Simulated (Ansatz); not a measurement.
Element substitutions in Ge

Take Ge in the diamond structure (space group Fd-3m, No. 227; a = 5.676 Å) as the base.

Each row replaces one element on all its sites; cell and atoms are relaxed.

The values are results of DFT with PBEsol, PAW potentials and a 420 eV plane-wave cutoff in Ansatz (a quantum-chemistry and plane-wave program), no spin-orbit coupling, not measurements.

Candidates:
(a) Ge → Be
(b) Ge → As
(c) Ge → Se

For the base:

- Lattice parameter a = 5.676 Å

Question: Order them by lattice parameter a, lowest first.

Answer: (a) Ge → Be (4.874 Å), (b) Ge → As (6.007 Å), (c) Ge → Se (6.223 Å)

Stability against distortions was not tested. As relaxed here, Be, As and Se are hypothetical phases, not in the database extracts checked.
